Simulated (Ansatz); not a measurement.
Structures of equal composition on the (113) surface of germanium: 1 pair of surface atoms bonded, B on one of 4 surface atoms, no caps; 1 pair of surface atoms bonded, B on one of 4 atoms under the surface, no caps. The slabs share one bottom face, and each structure is named by its start. These are constructed structures in small cells; real faces may alloy, dewet or reconstruct in larger ones, and not all known structures of the face are among them. Slabs of about 14 Å with all that they carry, Fermi-Dirac smearing of 0.025 eV. Bottom of the slabs: built like the top, H on every dangling bond, free. Relaxed from the named starts with such symmetry as they have, on meshes of like density; energies extrapolated to zero smearing; no spin-orbit coupling, no U. Spin-polarised runs, if any, are marked in brackets, and their order is one that fits the cell; the others ran without spin. Where a second, spin-polarised start was run, the lower counts.

All values below come from PBE (plane waves to 420 eV, PAW; Ansatz, a program for electronic structure).

**Question.** Order them by energy per 1x1 cell (lowest first) at the level PBE.

**Answer.** 1 pair of surface atoms bonded, B on one of 4 surface atoms, no caps (0.000 eV (1 B–Ge bonds formed) [spin start, no net moment], no gap over 0.04 eV on the mesh), 1 pair of surface atoms bonded, B on one of 4 atoms under the surface, no caps (0.027 eV (1 Ge–Ge bonds formed) [spin start, no net moment], no gap over 0.04 eV on the mesh)
